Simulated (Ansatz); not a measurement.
Worked example: self-consistent single point of TaBe2 (R3m, 6 atoms in the cell) in Ansatz (a quantum-chemistry and plane-wave program).

Method: PBEsol, default PAW files made with PBE (plane waves; Ansatz).

```yaml
crystal:
  lattice:
    - [0.00000, 3.24610, 3.24610]
    - [3.24610, 0.00000, 3.24610]
    - [3.24610, 3.24610, 0.00000]
  atoms:
    - { symbol: Ta, position: [0.75445, 0.75445, 0.75445] }
    - { symbol: Ta, position: [0.50000, 0.50000, 0.50000] }
    - { symbol: Be, position: [0.12500, 0.62500, 0.12500] }
    - { symbol: Be, position: [0.12500, 0.12500, 0.12500] }
    - { symbol: Be, position: [0.62500, 0.12500, 0.12500] }
    - { symbol: Be, position: [0.12500, 0.12500, 0.62500] }
```

Reference input (self-consistent single point, DFT, PBEsol, plane waves, default PAW files made with PBE): basis.ecutwfc = 420 eV; kpoints.mp_grid.grid = 9 9 9; hamiltonian.xc = pbesol; hamiltonian.pseudopotentials = {kind: paw} (the program's default PAW files); scf.occupations.method = fermi_dirac; scf.occupations.width = 0.1 eV. This run's input differs from it in these lines:

Ansatz 0.2 input:
```diff
@@ -17,3 +17,3 @@
   mp_grid:
-    grid: [9, 9, 9]
+    grid: [14, 14, 14]
 hamiltonian:
@@ -25,3 +25,3 @@
     method: fermi_dirac
-    width: 0.1
+    width: 0.3
 output:
```

Output (repeated stretches shortened):

```
SCF iter   1: F=—  HF=-19976.039286 eV  |F-HF|=—  |Δ(HF+E_count)|=         —  Δρ=3.54e-3  dr2=1.15e-2  ethr=1.77e-3  ⟨swp⟩=5.0  Hψ=33097  notcnv=0
all-band conjugate gradients solve this SCF's bands
preconditioner: auto → Kerker (q_TF=auto, 2.428 Å⁻¹)
SCF iter   2: F=—  HF=-19976.037688 eV  |F-HF|=—  |Δ(HF+E_count)|=   1.60e-3  Δρ=1.76e-3  dr2=1.99e-3  ethr=3.38e-5  ⟨swp⟩=1.0  Hψ=9642  notcnv=0
SCF iter   3: F=—  HF=-19976.037373 eV  |F-HF|=—  |Δ(HF+E_count)|=   3.15e-4  Δρ=4.21e-4  dr2=1.44e-4  ethr=5.85e-6  ⟨swp⟩=1.0  Hψ=7314  notcnv=0
SCF iter   4: F=—  HF=-19976.037348 eV  |F-HF|=—  |Δ(HF+E_count)|=   2.52e-5  Δρ=5.32e-5  dr2=7.07e-7  ethr=4.23e-7  ⟨swp⟩=2.2  Hψ=9348  notcnv=0
SCF iter   5: F=—  HF=-19976.037441 eV  |F-HF|=—  |Δ(HF+E_count)|=   9.25e-5  Δρ=4.91e-6  dr2=1.61e-8  ethr=2.08e-9  ⟨swp⟩=2.3  Hψ=10722  notcnv=0
SCF iter   6: F=-19976.037441 eV  HF=-19976.037441 eV  |F-HF|=1.22e-9  |Δ(HF+E_count)|=   2.68e-9  Δρ=1.03e-6  dr2=1.52e-9  ethr=4.75e-11  ⟨swp⟩=2.5  Hψ=23375  notcnv=0
SCF 1 converged in 6 iterations: F = -19976.037441 eV  dr2 = 1.52e-9
Free energy (F): -19976.037441 eV
Internal energy: -19975.069061 eV  (E = F + TS)
E sigma→0 (E₀):  -19975.553251 eV
Entropy (-TS):   -0.968379 eV (-161.397 meV/atom)
Fermi energy:    12.933832 eV
--- Forces (eV/Å), atoms counted from 1 ---
  atom   1  Ta    -0.35565131    -0.35565131    -0.35565131
  atom   2  Ta     0.12588690     0.12588690     0.12588690
  atom   3  Be     0.05662453     0.07571030     0.05662453
  atom   4  Be     0.04080628     0.04080628     0.04080628
  atom   5  Be     0.07571030     0.05662453     0.05662453
  atom   6  Be     0.05662453     0.05662453     0.07571030
--- Stress (GPa, compression-positive) ---
       -1.067694      -0.121029      -0.121029
       -0.121029      -1.067694      -0.121029
       -0.121029      -0.121029      -1.067694
  P = ⅓ Tr σ = -1.0677 GPa (-10.677 kbar)
  The stress holds the Pulay correction. Without it, at fixed plane waves, as pw.x and ABINIT print it: P = -1.1112 GPa
```

The run converged in 6 iterations. Against the reference run the free energy falls by 78.7 meV/atom, the pressure goes from -1.52 to -1.07 GPa and the largest force goes from 0.630 to 0.616 eV/Å.

The starting cell comes from a database of computed structures (which also holds hypothetical and non-ambient phases and stackings), without a prior relaxation at this level. Its lattice was rescaled by up to half a per cent. One atom was moved a little off its site on purpose. Spin polarisation is off. Ansatz's pressure includes its estimate of the finite-basis (Pulay) stress.

Cost on one core of a shared machine: roughly 30 s.
